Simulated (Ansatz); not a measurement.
## Hypothetical Pm-3n GaN: pressure series

Take GaN (space group Pm-3n, No. 223; a hypothetical phase, not in the database extracts checked) as the base.

```
CELL_PARAMETERS angstrom
      5.51311     0.00000     0.00000
      0.00000     5.51311     0.00000
      0.00000     0.00000     5.51311
ATOMIC_POSITIONS crystal
  Ga 0.25000 0.00000 0.50000
  Ga 0.75000 0.00000 0.50000
  Ga 0.50000 0.75000 0.00000
  Ga 0.50000 0.25000 0.00000
  Ga 0.00000 0.50000 0.75000
  Ga 0.00000 0.50000 0.25000
  N  0.25000 0.50000 0.00000
  N  0.75000 0.50000 0.00000
  N  0.00000 0.75000 0.50000
  N  0.00000 0.25000 0.50000
  N  0.50000 0.00000 0.75000
  N  0.50000 0.00000 0.25000
```

Cell and atoms are relaxed at each pressure.

Method: PBEsol (Ansatz, a quantum-chemistry and plane-wave program, PAW, without spin-orbit coupling).

| pressure (GPa) | band gap (eV) |
|---|---|
| -2 | 1.51 |
| -1 | 1.54 |
| 0 | 1.56 |
| 0.3 | ? |
| 0.7 | 1.58 |
| 1.5 | 1.60 |
| 3 | 1.63 |
| 5 | 1.67 |
| 7.5 | 1.71 |

**Question.** Fit E_g = E₀ + αP + βP² to the rows shown and predict the withheld row.

**Answer.** Least squares on the printed values gives E₀ = 1.56 eV, α = 24.7 meV/GPa, β = -0.68 meV/GPa² (largest residual 0.00 eV); this predicts 1.57 eV, and the run gives 1.57 eV, in agreement.

Load acts through the strain it causes; cell and atoms are relaxed under it. Stability against distortions was not tested. Competing high-pressure phases were not computed.
